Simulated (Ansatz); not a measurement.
The parent structure is HfO$_{2}$ (space group P2_1/c, No. 14).

```
CELL_PARAMETERS angstrom
      5.11406     0.00000     0.00000
      0.00000     5.18158     0.00000
     -0.87114     0.00000     5.22313
ATOMIC_POSITIONS crystal
  Hf 0.27621 0.04185 0.20822
  Hf 0.72379 0.54185 0.29178
  Hf 0.72379 0.95815 0.79178
  Hf 0.27621 0.45815 0.70822
  O  0.07006 0.33377 0.34402
  O  0.92994 0.83377 0.15598
  O  0.92994 0.66623 0.65598
  O  0.07006 0.16623 0.84402
  O  0.44796 0.75767 0.47851
  O  0.55204 0.25767 0.02149
  O  0.55204 0.24233 0.52149
  O  0.44796 0.74233 0.97851
```

Cartesian axes are those of the cell as printed.

Method: plane-wave PAW DFT at the r2SCAN level (Ansatz, a program for electronic structure, 500 eV), no SOC.

Base values:

```
Property                         Value
-----------------------------  -------
Shortest interatomic distance  2.041 Å
```

The change: tensile biaxial strain of 4.89 % in the plane normal to [001], as in epitaxy on a mismatched substrate; the out-of-plane cell vector and the atoms relax.

Q: Predict the new energy relative to the base, in-plane stress, out-of-plane strain and shortest interatomic distance.

A: The energy increases by 68 meV/atom; the mean in-plane stress (compression positive) amounts to -17.9 GPa; the out-of-plane strain comes out as -3.64 %; the shortest interatomic distance rises by 0.065 Å, from 2.041 Å to 2.106 Å.

No phonon test of stability was made.
